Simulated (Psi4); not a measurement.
Psi4 1.11, B3LYP/cc-pvdz, scf_type pk: Ge(H)(Vi)(OMe)2 (C=[CH][GeH]([O]C)[O]C), 17 atoms. The geometry is a generated start, not checked to be a minimum at this level.

```json
{
 "task": "energy",
 "method": "b3lyp",
 "basis": "cc-pvdz",
 "scf_type": "pk",
 "guess": "auto, which took SAD (default)",
 "diis_max_vecs": "10 (default)",
 "scf_initial_accelerator": "adiis (default)",
 "e_convergence": "1e-06 (default)",
 "d_convergence": "1e-06 (default)",
 "dft_radial_points": "75 (default)",
 "dft_spherical_points": "302 (default)",
 "basis_functions": "161",
 "grid_points": "362432"
}
```

On 4 threads. Build: conda-forge: OpenMP (LLVM), MKL, Libint2. Single runs; times are not shown.

Values of memory tried: 8 GB, 4 GB, 2 GB, 1 GB, 0.5 GB, 0.3 GB.

Q: How low can the memory setting go, and what changes on the way?

A: It runs down to 0.3 GB, the lowest tried, with the same result. At 8 GB: SCF: PK in core. From 2 GB down: SCF: PK on disk.

```tsv
memory	path	peak memory
8 GB	SCF: PK in core	2.4 GiB
4 GB	SCF: PK in core	2.1 GiB
2 GB	SCF: PK on disk	1.9 GiB
1 GB	SCF: PK on disk	1.4 GiB
0.5 GB	SCF: PK on disk	1.1 GiB
0.3 GB	SCF: PK on disk	0.96 GiB
```

Peak memory is the kernel's count for the largest process, libraries included and scratch files not. The peak passes the setting at 2 GB, 1 GB, 0.5 GB, 0.3 GB: it is no hard cap.
